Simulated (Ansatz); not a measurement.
Worked example: relaxation of cell and atoms of As2Ru (Pnnm, 6 atoms in the cell) in Ansatz (a quantum-chemistry and plane-wave program).

Computed with LDA (PW92), PAW files made with PBE (plane waves; Ansatz).

```
CELL_PARAMETERS angstrom
      5.43556     0.00000     0.00000
      0.00000     6.20595     0.00000
      0.00000     0.00000     3.00115
ATOMIC_POSITIONS crystal
  As 0.32922 0.86635 0.50000
  As 0.67078 0.13365 0.50000
  As 0.82922 0.63365 0.00000
  As 0.17078 0.36635 0.00000
  Ru 0.50000 0.50000 0.50000
  Ru 0.00000 0.00000 0.00000
```

Reference input (self-consistent single point, DFT, LDA (PW92), plane waves, PAW files made with PBE): basis.ecutwfc = 420 eV; kpoints.mp_grid.grid = 3 3 6; hamiltonian.xc = lda; hamiltonian.pseudopotentials = {kind: paw} (the program's default PAW files); scf.occupations.method = fermi_dirac; scf.occupations.width = 0.01 eV. This run's input differs from it in these lines:

```diff
@@ -26,2 +26,4 @@
     width: 0.01 eV
+relax:
+  cell: {}
 output:
```

Log, with long lists cut:

```
   [... SCF lines of the steps left out ...]
relax step   1: F+E_penalty+E_count = -30613.85428754 eV  Δ(F+E_penalty+E_count) = +0.000e0 eV  max|allowed force component| = 1.287e-1 eV/Å  Δτ_max = 0.0000 Å  P = -6.156 GPa  Ω = 101.237 Å³  (8 SCF iters, dr2 threshold 1.00e-7 eV, accepted)
relax step   2: F+E_penalty+E_count = -30613.88563234 eV  Δ(F+E_penalty+E_count) = -3.134e-2 eV  max|allowed force component| = 9.140e-2 eV/Å  Δτ_max = 0.0177 Å  P = +4.360 GPa  Ω = 95.022 Å³  energy of the carried Pulay correction = +4.405e-3 eV  [...]
   [... lines left out ...]
relax step   5: F+E_penalty+E_count = -30613.93393521 eV  Δ(F+E_penalty+E_count) = -9.101e-5 eV  max|allowed force component| = 4.809e-3 eV/Å  Δτ_max = 0.0005 Å  P = -0.007 GPa  Ω = 97.511 Å³  energy of the carried Pulay correction = +2.608e-3 eV  [...]
relax step   6: F+E_penalty+E_count = -30613.93153453 eV  Δ(F+E_penalty+E_count) = +2.401e-3 eV  max|allowed force component| = 5.065e-3 eV/Å  Δτ_max = 0.0000 Å  P = -0.020 GPa  Ω = 97.511 Å³  stress off target by 3.26e-2 GPa  SCF on the basis [...]
basis re-selected at this cell: Δ(F+E_penalty+E_count) = +2.401e-3 eV, ΔP = -0.013 GPa vs the last step
the relaxation is at rest under the 8 symmetry operations that the run kept from its start: a minimum is not shown …
Free energy (F): -30613.931535 eV
Internal energy: -30613.931535 eV  (E = F + TS)
E sigma→0 (E₀):  -30613.931535 eV
Fermi energy:    15.074728 eV
--- Forces (eV/Å), atoms counted from 1 ---
  atom   1  As     0.00506507     0.00227050     0.00000000
  atom   2  As    -0.00506507    -0.00227050    -0.00000000
   [... lines left out ...]
  cell:  # Å, volume = 97.5111 Å³
   [... lines left out ...]
    - { symbol: As, position: [0.8290430872229803, 0.6350215442919711, -3.4211388289180104e-49] }
    - { symbol: As, position: [0.1709569127770196, 0.36497845570802906, -4.276423536147513e-50] }
    - { symbol: Ru, position: [0.5, 0.5, 0.49999999999999994] }
    - { symbol: Ru, position: [1.7370048198764988e-19, -1.528657016129388e-19, -2.3182538441796384e-68] }
```

The run converged.  The full log also holds: “iter 4 did not close the SCF: its close was put off for the readings that it lacked (scf_convergence_deferred on its scf_iter line)”. The full log also holds: “iter 5 did not close the SCF: its close was put off for the readings that it lacked (scf_convergence_deferred on its scf_iter line)”.

Summary of the result:
Free energy E − TS (on the zero of these files): -30613.9315 eV
Top of the valence band (on the code's own zero): 14.71 eV
Gap on the k-point mesh: 0.72 eV
Pressure: -0.02 GPa
Largest force (vector length): 0.006 eV/Å
Final cell: a = 5.391 Å, b = 6.127 Å, c = 2.952 Å, α = 90.00°, β = 90.00°, γ = 90.00°
Final volume per atom: 16.25 Å³
Relaxation steps: 6

The starting cell comes from a database of computed structures (which also holds hypothetical and non-ambient phases and stackings), without a prior relaxation at this level. The relaxation keeps the symmetry of its start, so its end need not be a minimum. Ansatz's pressure includes its estimate of the finite-basis (Pulay) stress.

Cost on one core of a shared machine: roughly 40 s.

Keys are those of Ansatz 0.2.
